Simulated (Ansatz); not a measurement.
Base system: MoSi₂ (space group Fddd, No. 70; a = 4.571 Å, b = 7.958 Å, c = 8.727 Å; a hypothetical phase, not in the database extracts checked).

Structures relaxed with plane-wave PAW DFT at the PBEsol level (Ansatz, a program for electronic structure, 420 eV), without spin-orbit coupling.

Base:

Simulated powder pattern, Cu Kα, λ = 1.54184 Å (kinematic, ideal powder, no thermal factors, no anomalous dispersion; the 8 strongest lines at most, above 2 %, up to 2θ = 90°):

| 2θ (°) | I/Imax (%) | hkl |
|---|---|---|
| 24.67 | 74 | (111) |
| 30.40 | 47 | (022) |
| 38.38 | 23 | (113) |
| 40.66 | 100 | (131) |
| 41.39 | 48 | (004) |
| 44.76 | 75 | (202) |
| 50.67 | 52 | (133) |
| 67.42 | 22 | (135) |

Modification: a negative pressure, −1 GPa.

Predict the new powder pattern.


Simulated powder pattern, Cu Kα, λ = 1.54184 Å (kinematic, ideal powder, no thermal factors, no anomalous dispersion; the 8 strongest lines at most, above 2 %, up to 2θ = 90°):

```tsv
2θ (°)	d (Å)	I/Imax (%)	hkl
24.63	3.615	73	(111)
30.35	2.945	47	(022)
38.33	2.348	23	(113)
40.58	2.223	100	(131)
41.34	2.184	47	(004)
44.70	2.027	75	(202)
50.59	1.804	52	(133)
67.31	1.391	22	(135)
```

The indices refer to the base's conventional cell; one index is shown for lines that coincide.

Load acts through the strain it causes; cell and atoms are relaxed under it. No phonon test of stability was made. All final runs are without spin polarisation.
